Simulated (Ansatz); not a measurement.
Ansatz (a program for electronic structure) run on RbAsF6 (R3, 8 atoms in the cell): self-consistent single point.

Computed with PBEsol, default PAW files made with PBE (plane waves; Ansatz).

The change in words: lattice scaled by 0.98; kpoints.mp_grid.grid: 5 5 5 → 12 12 12. Reference geometry:
```yaml
crystal:
  lattice:
    - [3.70631, 2.13984, 2.46845]
    - [-3.70631, 2.13984, 2.46845]
    - [0.00000, -4.27968, 2.46845]
  atoms:
    - { symbol: Rb, position: [0.50675, 0.50675, 0.50675] }
    - { symbol: As, position: [0.00000, 0.00000, 0.00000] }
    - { symbol: F, position: [0.07742, 0.71201, 0.79961] }
    - { symbol: F, position: [0.92258, 0.28799, 0.20039] }
    - { symbol: F, position: [0.79961, 0.07742, 0.71201] }
    - { symbol: F, position: [0.20039, 0.92258, 0.28799] }
    - { symbol: F, position: [0.71201, 0.79961, 0.07742] }
    - { symbol: F, position: [0.28799, 0.20039, 0.92258] }
```

Reference input (self-consistent single point, DFT, PBEsol, plane waves, default PAW files made with PBE): basis.ecutwfc = 420 eV; kpoints.mp_grid.grid = 5 5 5; hamiltonian.xc = pbesol; hamiltonian.pseudopotentials = {kind: paw} (the program's default PAW files); scf.occupations.method = fermi_dirac; scf.occupations.width = 0.05 eV. This run's input differs from it in these lines:

Ansatz 0.2 input:
```diff
@@ -2,14 +2,14 @@
   lattice:
-    - [3.706308, 2.139838, 2.468452]
-    - [-3.706308, 2.139838, 2.468452]
-    - [0.000000, -4.279675, 2.468452]
+    - [3.632182, 2.097041, 2.419083]
+    - [-3.632182, 2.097041, 2.419083]
+    - [0.000000, -4.194082, 2.419083]
   atoms:
-    - { symbol: Rb, position_ang: [-0.000000, 0.000001, 3.752679] }
+    - { symbol: Rb, position_ang: [-0.000000, 0.000000, 3.677625] }
     - { symbol: As, position_ang: [0.000000, 0.000000, 0.000000] }
-    - { symbol: F, position_ang: [-2.351986, -1.732819, 3.922469] }
-    - { symbol: F, position_ang: [2.351986, 1.732820, 3.482887] }
-    - { symbol: F, position_ang: [2.676659, -1.170469, 3.922469] }
-    - { symbol: F, position_ang: [-2.676659, 1.170470, 3.482887] }
-    - { symbol: F, position_ang: [-0.324673, 2.903289, 3.922469] }
-    - { symbol: F, position_ang: [0.324673, -2.903288, 3.482887] }
+    - { symbol: F, position_ang: [-2.304946, -1.698163, 3.844020] }
+    - { symbol: F, position_ang: [2.304946, 1.698163, 3.413229] }
+    - { symbol: F, position_ang: [2.623126, -1.147060, 3.844020] }
+    - { symbol: F, position_ang: [-2.623126, 1.147060, 3.413229] }
+    - { symbol: F, position_ang: [-0.318179, 2.845223, 3.844020] }
+    - { symbol: F, position_ang: [0.318179, -2.845223, 3.413229] }
 basis:
@@ -17,3 +17,3 @@
 kpoints:
-  mp_grid: { grid: [5, 5, 5] }
+  mp_grid: { grid: [12, 12, 12] }
 hamiltonian:
```

The program printed (abridged):

```
SCF iter   1: F=—  HF=-12835.395209 eV  |F-HF|=—  |Δ(HF+E_count)|=         —  Δρ=1.24e-2  dr2=1.02e-1  ethr=1.77e-3  ⟨swp⟩=6.3  Hψ=52602  notcnv=0  defer=155
all-band conjugate gradients solve this SCF's bands
preconditioner: auto → Resta (q_TF=auto, 2.504 Å⁻¹)
SCF iter   2: F=—  HF=-12835.364096 eV  |F-HF|=—  |Δ(HF+E_count)|=   3.11e-2  Δρ=1.42e-3  dr2=7.34e-4  ethr=1.54e-4  ⟨swp⟩=2.1  Hψ=22593  notcnv=0  defer=694
SCF iter   3: F=—  HF=-12835.364277 eV  |F-HF|=—  |Δ(HF+E_count)|=   1.81e-4  Δρ=6.86e-4  dr2=2.87e-4  ethr=1.11e-6  ⟨swp⟩=2.4  Hψ=18437  notcnv=0  defer=694
SCF iter   4: F=—  HF=-12835.364443 eV  |F-HF|=—  |Δ(HF+E_count)|=   1.66e-4  Δρ=2.86e-4  dr2=6.06e-5  ethr=4.35e-7  ⟨swp⟩=2.0  Hψ=18645  notcnv=0  defer=694
SCF iter   5: F=—  HF=-12835.364459 eV  |F-HF|=—  |Δ(HF+E_count)|=   1.59e-5  Δρ=6.61e-5  dr2=4.34e-6  ethr=9.18e-8  ⟨swp⟩=2.9  Hψ=20773  notcnv=0  defer=694
SCF iter   6: F=-12835.364463 eV  HF=-12835.364463 eV  |F-HF|=8.76e-8  |Δ(HF+E_count)|=   4.13e-6  Δρ=7.73e-6  dr2=7.53e-8  ethr=1.52e-10  ⟨swp⟩=9.8  Hψ=66609  notcnv=0
SCF 1 converged in 6 iterations: F = -12835.364463 eV  dr2 = 7.53e-8
Free energy (F): -12835.364463 eV
Internal energy: -12835.364463 eV  (E = F + TS)
E sigma→0 (E₀):  -12835.364463 eV
Fermi energy:    4.783932 eV
--- Forces (eV/Å), atoms counted from 1 ---
  atom   1  Rb     0.00000000    -0.00000000    -0.12259711
  atom   2  As    -0.00000000     0.00000000     0.14930110
  atom   3  F      1.10454080     0.32491794    -0.82938025
  atom   4  F     -1.09073703    -0.32033305     0.82047090
  atom   5  F     -0.83365759     0.79410142    -0.82938025
  atom   6  F      0.82278507    -0.78443945     0.82047090
  atom   7  F     -0.27088321    -1.11901936    -0.82938025
  atom   8  F      0.26795195     1.10477250     0.82047090
--- Stress (GPa, compression-positive) ---
        9.112924       0.000001      -0.000000
       -0.000001       9.112924      -0.000000
       -0.000000      -0.000000       9.384357
  P = ⅓ Tr σ = 9.2034 GPa (92.034 kbar)
  The stress holds the Pulay correction. Without it, at fixed plane waves, as pw.x and ABINIT print it: P = 8.5010 GPa
```

The run converged in 6 iterations. Against the reference run the free energy rises by 30.5 meV/atom, the pressure goes from 2.46 to 9.20 GPa, the largest force goes from 0.312 to 1.419 eV/Å and the gap on the mesh goes from 5.722 to 6.415 eV.

The starting cell comes from a database of computed structures (which also holds hypothetical and non-ambient phases and stackings), without a prior relaxation at this level. Its lattice was rescaled by up to half a per cent. One atom was moved a little off its site on purpose. For this run, on top of that: lattice scaled by 0.98. With a pressure of about 9 GPa the cell is away from its equilibrium volume at this level. Forces in this geometry exceed 1 eV/Å. Ansatz's pressure includes its estimate of the finite-basis (Pulay) stress. Without the estimate this run gives 8.50 GPa.

Cost on one core of a shared machine: roughly 2 min.
